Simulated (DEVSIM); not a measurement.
Structure: illuminated Si p-on-n cell, one wavelength, at 300 K.

| layer (left to right) | material | thickness (μm) | Nd (cm⁻³) | Na (cm⁻³) | τn (s) | τp (s) | absorption coefficient (cm⁻¹) |
|---|---|---|---|---|---|---|---|
| 1 | Si | 0.170 | - | 2.4e18 | 8.4e-8 | 1.1e-8 | 34000 |
| 2 | Si | 53.0 | 1.8e16 | - | 7.6e-7 | 7.6e-7 | 34000 |

Left contact: ohmic, minority electron recombination velocity 2e5 cm/s. Right contact: ohmic, minority hole recombination velocity 80 cm/s. Voltage is applied to the left contact. Recombination: SRH at mid-gap, radiative, Auger. Light enters at the left, 3.8e17 photons cm⁻² s⁻¹, one pass, no reflection. Mobility is μmin + (μ − μmin)/(1 + (N/Nref)^α).

This is a model device: material constants are rounded textbook-type values typed into the input, and sizes, dopings and lifetimes were drawn at random. Values at 300 K.

```csv
parameter,Si
gap (eV),1.124
affinity (eV),4.05
permittivity,11.7
Nc (cm⁻³),2.86e19
Nv (cm⁻³),3.1e19
μn (cm²/Vs),1417
μp (cm²/Vs),470
"μn,min",52
"μp,min",45
"Nref,n",9.7e16
"Nref,p",2.2e17
αn,0.68
αp,0.72
B (cm³/s),4.7e-15
Cn (cm⁶/s),2.8e-31
Cp (cm⁶/s),9.9e-32
```

Simulated with DEVSIM: 1D drift-diffusion, Boltzmann statistics, complete ionisation; no tunnelling, impact ionisation, image-force lowering or self-heating.

The recombination velocity at the right contact was swept, all else fixed.

```json
[
 {"recombination velocity at the right contact (cm/s)": "10", "dark forward voltage at 100 A/cm² (V)": "0.848"},
 {"recombination velocity at the right contact (cm/s)": "80", "dark forward voltage at 100 A/cm² (V)": "0.848"},
 {"recombination velocity at the right contact (cm/s)": "100", "dark forward voltage at 100 A/cm² (V)": "0.848"},
 {"recombination velocity at the right contact (cm/s)": "1000", "dark forward voltage at 100 A/cm² (V)": "0.847"},
 {"recombination velocity at the right contact (cm/s)": "10000", "dark forward voltage at 100 A/cm² (V)": "0.850"},
 {"recombination velocity at the right contact (cm/s)": "1e5", "dark forward voltage at 100 A/cm² (V)": "0.853"},
 {"recombination velocity at the right contact (cm/s)": "1e6", "dark forward voltage at 100 A/cm² (V)": "0.854"},
 {"recombination velocity at the right contact (cm/s)": "1e7", "dark forward voltage at 100 A/cm² (V)": "0.854"}
]
```

From the first row to the last the dark forward voltage at 100 A/cm² goes from 0.848 to 0.854.
